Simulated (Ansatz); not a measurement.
The starting structures come from a database of crystals and need not be the phases stable at ambient conditions.

 Where the default PAW files enter, the runs use the earlier of Ansatz's two default sets.

Tunnelling through a barrier is set by its complex band structure: the current falls as exp(−2κd) with the smallest κ.

Here is the system:

```yaml
crystal:
  lattice:
    - [4.18320, 0.00000, 0.00000]
    - [0.00000, 7.56738, 0.00000]
    - [2.09160, 0.00000, 3.62275]
  atoms:
    - { symbol: Sr, position: [0.66667, 0.32076, 0.66667] }
    - { symbol: Sr, position: [0.33333, 0.67924, 0.33333] }
    - { symbol: H, position: [0.00000, 0.50000, 0.00000] }
    - { symbol: H, position: [0.66667, 0.64446, 0.66667] }
    - { symbol: H, position: [0.33333, 0.35554, 0.33333] }
    - { symbol: I, position: [0.00000, 0.00000, 0.00000] }
```

Space group of this cell: P-3m1. The cell was relaxed by PBE-D3(BJ); by r2SCAN its mean pressure is 1.5 GPa.

Transport runs along the normal of the first two printed cell vectors, the (100) plane of the conventional cell.

The gap is the functional's own, uncorrected, and κ follows it; spin-orbit coupling is left out. Mid-gap values are interpolated between the computed energies.

Question: Give the band gap and the smallest decay constant κ at mid-gap that r2SCAN (Ansatz, a program for electronic structure) yields.

Answer: Gap 2.66 eV on a 8×4×8 mesh; κ = 0.204 1/Å, at (0.000, 0.500) of the in-plane reciprocal vectors. At the zone centre, at the nearest computed energy, the slowest state has κ = 0.27 1/Å.
